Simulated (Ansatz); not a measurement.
System: PrSi2 (I4₁/amd, No. 141). Method: r²SCAN in Ansatz (plane waves, PAW).

Numerical settings: plane-wave cutoff 500 eV, 14×14×14 k mesh, Fermi–Dirac smearing 0.05 eV, spin-polarised start, scalar-relativistic PAW data made under PBE.

Computed at the level's own relaxed cell.

Question: Predict the equilibrium volume per atom, equilibrium lattice constant a and lattice parameter c.

Answer: 
* **equilibrium volume per atom**: 20.84 Å³/atom
* **equilibrium lattice constant a**: 4.292 Å
* **lattice parameter c**: 13.579 Å

Note: the magnetic order was assumed, not searched for or taken from measurement; the 4f shell is treated without U or exact exchange, so its levels and filling can be wrong; the volume lies 6 % above that of the published cell.

Spin–orbit coupling is not included.

The computed numbers hold no vibrational or temperature effects.

The result took around 19 core-minutes (rough).

Ansatz is a first-principles code.
